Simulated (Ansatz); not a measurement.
CsCl-type RuAl was calculated with PBE-D3(BJ) (Ansatz, a quantum-chemistry and plane-wave program, plane waves, PAW).

Run with plane-wave cutoff 520 eV, 22×22×22 k mesh, Fermi–Dirac smearing 0.059 eV (set by the program), no spin polarisation, scalar-relativistic PAW data made under PBE.

Computed at the level's own relaxed cell.

Hill averages of the elastic tensor: K = 219.1 GPa, G = 117.8 GPa. Volume 13.141 Å³/atom, mean atomic mass 64.026 u.

### Question
Work out the density, the sound velocities of a polycrystal and the elastic Debye temperature, and Pugh's ratio at this level.

### Answer
ρ = 1.66054 × 64.026/13.141 = 8.091 g/cm³. v_l = √[(K + 4G/3)/ρ] = 6.819 km/s and v_t = √(G/ρ) = 3.816 km/s. The mean follows from 3/v_m³ = 1/v_l³ + 2/v_t³: v_m = 4.248 km/s. Θ_D = (ħ/k_B) v_m (6π²/V)^(1/3) = 76.38 K Å s/km × 4.248 × 1.6517 Å⁻¹ = 536 K, counting all atoms of the cell. K/G = 1.86, to be set beside Pugh's rough bound of 1.75 between brittle and ductile metals.

Note: the dispersion coefficients are held fixed in the derivatives.
